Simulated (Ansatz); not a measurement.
Consider the following.

```yaml
crystal:
  lattice:
    - [0.00000, 2.65702, 2.65702]
    - [2.65702, 0.00000, 2.65702]
    - [2.65702, 2.65702, 0.00000]
  atoms:
    - { symbol: Zn, position: [0.00000, 0.00000, 0.00000] }
    - { symbol: S, position: [0.25000, 0.25000, 0.25000] }
```

Computed with PBEsol with spin-orbit coupling, rigid bands (plane waves, PAW; Ansatz, an electronic-structure program). Condition of this run: hydrostatic pressure 2 GPa (the target of the relaxation). Geometry: cell and atoms relaxed with PBEsol, then loaded as said.

Question: What conductivity effective mass do dilute electrons have at 300 K?

Answer: 0.184 mₑ.

Question: What conductivity effective mass do dilute holes have at 300 K?

Answer: 0.82 mₑ.

Question: And the band gap?

Answer: 2.16 eV at this level; semilocal functionals usually fall short of the measured gap.

Rigid bands, one relaxation time for all states, no polarons.
